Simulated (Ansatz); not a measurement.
Start from PtSe2 in the CdI2 type structure (space group P-3m1, No. 164; a = 3.772 Å, c = 4.821 Å; layered; relaxed with 0.1 eV smearing). Axes: x lies along a and z along c of the hexagonal cell.

Computed with Ansatz (a first-principles code) PBE-D3(BJ), no SOC.

The change: an isotropic linear strain of +1.21 %; the atoms relax in the strained cell.

Problem. Predict the stress tensor and what it implies for the stiffness.

Solution. Stress of the strained cell less that of the base (GPa, compression positive):
```
   -3.2     0.0     0.0
    0.0    -3.2     0.0
    0.0     0.0    -1.5
```

Then B = −ΔP/(ΔV/V₀) with ΔV/V₀ = 0.0367 gives secant stiffness values (nonlinear terms included at this strain): B (at held cell shape, above the free-shape value) ≈ 73 GPa.

As a check, the harmonic strain energy −½ V₀ Δσ:ε is 6.0 meV/atom; the computed energy rise is 6.3 meV/atom.

Whether these cells are dynamically stable was not tested. All final runs are without spin polarisation.
